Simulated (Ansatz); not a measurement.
# BGeSiN (model structure, started from the AlSiCN type, R3m, No. 160, 4 atoms in the cell): properties by level of theory

```
level (code)           lattice parameter a (Å)  lattice parameter c (Å)  cohesive energy (eV/atom)
---------------------  -----------------------  -----------------------  -------------------------
LDA (Ansatz)                               ___                   16.217                        ___
PBEsol (Ansatz)                          3.259                   16.332                       5.16
PBE-D3(BJ) (Ansatz)                      3.264                   16.328                       5.00
r²SCAN (Ansatz)                          3.268                   16.322                       4.67
r²SCAN+rVV10 (Ansatz)                    3.260                      ___                        ___
```

Problem. Fill in the missing entries.

Solution. 
- LDA (Ansatz, a first-principles code), lattice parameter a (Å): 3.231
- LDA (Ansatz), cohesive energy (eV/atom): 5.65
- r²SCAN+rVV10 (Ansatz), lattice parameter c (Å): 16.301
- r²SCAN+rVV10 (Ansatz), cohesive energy (eV/atom): 4.82

Ansatz's density-functional and Hartree–Fock values are scalar-relativistic unless marked +SOC, with PAW data made under PBE.

Free atoms are spin-polarised, in the lowest state found; at levels without +SOC their spin–orbit coupling is left out.

Computed values are for the static lattice.

A model structure was made by putting elements into a prototype or built by hand; it is no filed structure, need not be a known phase, and can be a saddle point held by its symmetry.
